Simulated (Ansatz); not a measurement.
# Hypothetical diamond Sb, pressure series

The reference is Sb in the diamond structure (space group Fd-3m, No. 227; a hypothetical phase, not in the database extracts checked).

Sb is taken in the cubic space group Fd-3m, origin choice 1 (No. 227), the diamond structure, Pearson symbol cF8. Cell: a = b = c = 6.9863 Å, α = β = γ = 90.00°. Sb on 8a is surrounded by 4 Sb at 3.025 Å (tetrahedral). (Neighbours: up to the widest gap in distance over summed covalent radii, below 1.35, at either atom.)
(The calculation used a cell of 2 atoms; values per cell refer to that cell.)

Cell and atoms are relaxed at each pressure.

Calculations: DFT with PBE, PAW potentials and a 420 eV plane-wave cutoff in Ansatz (an electronic-structure program), no SOC.

Notes on the quantities. enthalpy: H = E + PV relative to the base's energy.

```
case                 density       enthalpy
----------------  ----------  -------------
base              4.74 g/cm³              –
pressure −2 GPa   4.40 g/cm³  -0.55 eV/atom
pressure −1 GPa   4.58 g/cm³  -0.27 eV/atom
pressure 0.3 GPa  4.79 g/cm³  +0.08 eV/atom
pressure 0.7 GPa  4.85 g/cm³  +0.18 eV/atom
pressure 1.5 GPa  4.96 g/cm³  +0.39 eV/atom
pressure 3 GPa    5.15 g/cm³  +0.76 eV/atom
pressure 5 GPa    5.38 g/cm³  +1.24 eV/atom
pressure 7.5 GPa  5.64 g/cm³  +1.82 eV/atom
pressure 10 GPa   5.86 g/cm³  +2.36 eV/atom
```

Load acts through the strain it causes; cell and atoms are relaxed under it. Stability against distortions was not tested. Competing high-pressure phases were not computed.
